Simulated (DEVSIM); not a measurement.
abrupt Ge p-n junction

System: abrupt Ge p-n junction, at 300 K.

```tsv
layer (left to right)	material	thickness (μm)	Nd (cm⁻³)	Na (cm⁻³)	τn (s)	τp (s)
1	Ge	89.0	-	1.6e17	4.5e-6	4.5e-6
2	Ge	170	1.5e15	-	4.5e-6	1.3e-6
```

Left contact: ohmic. Right contact: ohmic. Voltage is applied to the left contact. Recombination: SRH at mid-gap. Mobility is constant in doping.

Constants are typed, rounded textbook-type inputs, not results; the design itself was drawn at random and stands for no fabricated device. Values at 300 K.

```
parameter           Ge
-------------  -------
gap (eV)         0.664
affinity (eV)        4
permittivity        16
Nc (cm⁻³)      1.04e19
Nv (cm⁻³)         6e18
μn (cm²/Vs)       3900
μp (cm²/Vs)       1900
```

Model (solved in DEVSIM): 1D drift-diffusion, Boltzmann statistics, complete ionisation; no tunnelling, impact ionisation, image-force lowering or self-heating.

```yaml
potential_step_across_the_device_at_zero_bias: 0.342 V
largest_field_in_the_device_at_zero_bias: 20000 V/cm
Dark forward voltage at 1 A/cm²: 0.232 V
Dark forward voltage at 100 A/cm²: 0.492 V
```

Dark reverse current:

| V (V) | J (A/cm²) |
|---|---|
| -0.40 | -0.00032 |
| -1.00 | -0.00035 |
| -2.00 | -0.00037 |
| -3.00 | -0.00039 |
| -4.00 | -0.00041 |
| -6.00 | -0.00044 |
| -8.00 | -0.00046 |
| -10.00 | -0.00048 |
| -13.00 | -0.00051 |
| -16.00 | -0.00053 |
| -20.00 | -0.00056 |

Dark forward current:

| V (V) | J (A/cm²) |
|---|---|
| 0.05 | 0.0018 |
| 0.10 | 0.014 |
| 0.15 | 0.087 |
| 0.20 | 0.43 |
| 0.30 | 5.0 |
| 0.35 | 14 |
| 0.40 | 32 |
| 0.45 | 63 |
| 0.50 | 110 |
| 0.55 | 170 |
| 0.65 | 340 |
| 0.70 | 450 |
| 0.75 | 580 |
| 0.80 | 710 |
| 0.85 | 870 |
| 0.90 | 1000 |
| 1.00 | 1400 |
| 1.05 | 1600 |
| 1.10 | 1800 |
| 1.15 | 2100 |
